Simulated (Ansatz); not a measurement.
rock-salt ZrN (0 0 1) on zinc-blende CdTe (0 0 1) (film strained to the substrate, started from cuts of the bulks and a machine-learned relaxation; slabs Cd4Te4 and N8Zr8, which can lie off the formulas)

A periodic stack without vacuum, rock-salt ZrN (0 0 1) on zinc-blende CdTe (0 0 1) (film strained to the substrate, started from cuts of the bulks and a machine-learned relaxation; slabs Cd4Te4 and N8Zr8, which can lie off the formulas): substrate slab Cd4Te4, film N8Zr8, surface cells [[1, 0], [1, 1]] and [[0, -1], [2, 1]], film strained by +1.9 and +1.9 %, outermost planes Te/Cd and NZr/NZr as cut, which need not be the usual terminations and can put a slab off its formula.

The start was prepared with a machine-learned potential, and the result is one local minimum, with the in-plane cell held and forces under 0.04 eV/Å; the film can end far from its bulk form.

Calculation: PBE (plane waves to 420 eV, PAW; Ansatz, an electronic-structure program). No spin–orbit coupling; the runs are not spin-polarised. Its k-point mesh 7×7×1, Fermi–Dirac width 0.05 eV.

| Property | Result |
|---|---|
| interface area | 21.9 Å² |
| period | 22.82 Å |
| heights between the nearest atoms of the two slabs at the two interfaces | 2.75 and 2.69 Å |
| Te–Zr contacts across the interfaces within 1.22 times the sum of covalent radii | 3, mean 3.20 Å |
| Cd–Zr contacts across the interfaces within 1.22 times the sum of covalent radii | 2, mean 3.35 Å |

```yaml
crystal:
  lattice:
    - [4.68098, 0.00003, 0.07451]
    - [0.00035, 4.68088, -0.04683]
    - [0.38978, -1.02144, 22.84290]
  atoms:
    - { symbol: Cd, position: [0.08419, 0.97900, 0.27913] }
    - { symbol: Cd, position: [0.60290, 0.42579, 0.13398] }
    - { symbol: Cd, position: [0.66062, 0.05762, 0.52387] }
    - { symbol: Cd, position: [0.57849, 0.51677, 0.42536] }
    - { symbol: Te, position: [0.09369, 0.45933, 0.20796] }
    - { symbol: Te, position: [0.63841, 0.91113, 0.06246] }
    - { symbol: Te, position: [0.06573, 0.55267, 0.50379] }
    - { symbol: Te, position: [0.57341, 0.99715, 0.35326] }
    - { symbol: N, position: [0.90558, 0.56753, 0.73998] }
    - { symbol: N, position: [0.40755, 0.06664, 0.74164] }
    - { symbol: N, position: [0.41740, 0.54402, 0.64764] }
    - { symbol: N, position: [0.93158, 0.04114, 0.64739] }
    - { symbol: N, position: [0.88647, 0.60494, 0.94049] }
    - { symbol: N, position: [0.36209, 0.13477, 0.94060] }
    - { symbol: N, position: [0.39073, 0.59720, 0.84894] }
    - { symbol: N, position: [0.88925, 0.09463, 0.84872] }
    - { symbol: Zr, position: [0.40654, 0.56991, 0.74555] }
    - { symbol: Zr, position: [0.90358, 0.06626, 0.74520] }
    - { symbol: Zr, position: [0.92238, 0.53963, 0.64419] }
    - { symbol: Zr, position: [0.41323, 0.04033, 0.64656] }
    - { symbol: Zr, position: [0.37245, 0.62213, 0.94398] }
    - { symbol: Zr, position: [0.87832, 0.12263, 0.94439] }
    - { symbol: Zr, position: [0.89226, 0.59168, 0.84326] }
    - { symbol: Zr, position: [0.38982, 0.09746, 0.84369] }
```
